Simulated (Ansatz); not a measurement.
Abridged Ansatz (an electronic-structure program) output:

```
Relaxation: its limit of steps is 50 (relax.max_steps)
Pseudopotential: Cs, paw, valence charge 9
Crystal: 1 atoms, lattice volume = 107.705 Å³
Basis set: ecut = 420 eV, 2111 PW (Γ), exchange–correlation on 120×120×72 points (8 copies of the dense FFT grid, shifted against one another)
Bands: 9, of which v1, the nominal top of the filled ones, is band 5 counted from 1 (4 counted from 0)
Symmetry: 12 space group operations
k-points: 417 of 4096
Functional: x = pbesol(κ = 0.804, μ = 0.12345679012345678), c = pbesol(β = 0.046)
SCF iter   1: F=—  HF=-5585.814731 eV  |F-HF|=—  |Δ(HF+E_count)|=         —  Δρ=5.07e-4  dr2=2.65e-4  ethr=1.77e-3  ⟨swp⟩=6.0  Hψ=31105  notcnv=0
SCF iter   2: F=—  HF=-5585.815057 eV  |F-HF|=—  |Δ(HF+E_count)|=   3.25e-4  Δρ=3.02e-4  dr2=1.10e-4  ethr=2.94e-6  ⟨swp⟩=2.3  Hψ=9164  notcnv=0
SCF 1 converged in 6 iterations: F = -5585.815092 eV  dr2 = 7.94e-10
relax step   1: F+E_penalty+E_count = -5585.81509196 eV  Δ(F+E_penalty+E_count) = +0.000e0 eV  max|allowed force component| = 0.000e0 eV/Å  Δτ_max = 0.0000 Å  P = +0.014 GPa  Ω = 107.705 Å³  fix = [a, b, gamma]  reactions: a +0.021, b +0.021 GPa  (6 SCF iters, dr2 threshold 1.00e-7 eV, accepted)
Crystal: 1 atoms, lattice volume = 107.705 Å³
SCF iter   1: F=—  HF=-5585.815100 eV  |F-HF|=—  |Δ(HF+E_count)|=         —  Δρ=1.14e-6  dr2=8.47e-10  ethr=4.98e-8  ⟨swp⟩=3.2  Hψ=44218  notcnv=0
SCF iter   2: F=—  HF=-5585.815092 eV  |F-HF|=—  |Δ(HF+E_count)|=   8.20e-6  Δρ=6.62e-7  dr2=3.21e-10  ethr=9.41e-12  ⟨swp⟩=2.8  Hψ=6562  notcnv=0
SCF 2 converged in 5 iterations: F = -5585.815092 eV  dr2 = 3.33e-13
SCF converged after 5 iterations
Free energy (F): -5585.815092 eV
Internal energy: -5585.774417 eV  (E = F + TS)
E sigma→0 (E₀):  -5585.794755 eV
Entropy (-TS):   -0.040675 eV (-40.675 meV/atom)
Fermi energy:    2.422557 eV
--- Forces (eV/Å), atoms counted from 1 ---
  atom   1  Cs     0.00000000     0.00000000     0.00000000
--- Stress (GPa, compression-positive) ---
        0.021217       0.000000       0.000000
        0.000000       0.021217      -0.000000
        0.000000      -0.000000       0.000622
  P = ⅓ Tr σ = 0.0144 GPa (0.144 kbar)
--- Relaxed structure (1 steps of the walk, 1 accepted, 1 SCFs on fresh bases) ---
  cell:  # Å, volume = 107.7046 Å³
    - [8.459734005056308, 2.8867471853083628e-11, 1.622724525287989e-10]
    - [4.229867002503155, 7.326344557652271, 1.0871545586515855e-11]
    - [4.229867002503155, -2.442114852514845, 1.7377609242045577]
  atoms:
    - { symbol: Cs, position: [0.0, 0.0, 0.0] }
```

What was computed, and what are the main results?

Cs, 1 atom in the cell, with Ansatz PBEsol, no spin-orbit coupling. The last SCF converged to F = -5585.815092 eV, or -5585.8151 eV per atom, at a pressure of 0.01 GPa. The total energy compares only with runs of the same code, potentials and settings.

The cells carry an imposed strain or load. No phonon test of stability was made. The cell was made from Cs in the bcc (W type) structure (space group Im-3m, No. 229) by this change: biaxial strain −0.42 %, plane normal [111], relaxed out of plane.

Keys are those of Ansatz 0.2.
